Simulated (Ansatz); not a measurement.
The starting structures come from a database of crystals and need not be the phases stable at ambient conditions.

Data:

```xyz
4
Lattice="3.9093 0.0000 0.0000 0.0000 5.5221 0.0000 0.0000 0.0000 3.9093" Properties=species:S:1:pos:R:3 pbc="T T T"
Zn     0.0000     1.3084     1.9546
Zn     1.9546     4.2137     0.0000
Se     0.0000     2.7611     0.0000
S      1.9546     0.0000     1.9546
```

Space group of this cell: P-4m2. The cell is taken as given.

The current runs along the normal of the first two printed vectors, the (100) plane. All runs by Ansatz (a program for electronic structure), plane waves and PAW, without spin-orbit coupling; the base is r2SCAN.

| run | mean pressure (GPa) | gap (eV) | mid-gap κ (1/Å) |
|---|---|---|---|
| base | 0.0 | 2.17 | 0.143 |
| all lengths scaled by 0.98 | 5.0 | [?] | [?] |
| all lengths scaled by 1.02 | -3.7 | 1.92 | 0.131 |
| lda in place of r2scan | -3.6 | [?] | [?] |
| lengths across the current scaled by 0.98, ions clamped | 3.2 | [?] | [?] |
| lengths across the current scaled by 1.02, ions clamped | -2.6 | 1.94 | 0.134 |
| lengths along the current scaled by 0.97, ions clamped | 2.4 | 2.19 | 0.147 |
| lengths along the current scaled by 1.03, ions clamped | -1.9 | 2.00 | 0.138 |
| pbesol in place of r2scan | -1.2 | 1.49 | 0.106 |

### Question
What belongs in the gaps?

### Answer

- all lengths scaled by 0.98, gap (eV): 2.42
- all lengths scaled by 0.98, mid-gap κ (1/Å): 0.154
- lda in place of r2scan, gap (eV): 1.37
- lda in place of r2scan, mid-gap κ (1/Å): 0.098
- lengths across the current scaled by 0.98, ions clamped, gap (eV): 2.30
- lengths across the current scaled by 0.98, ions clamped, mid-gap κ (1/Å): 0.151
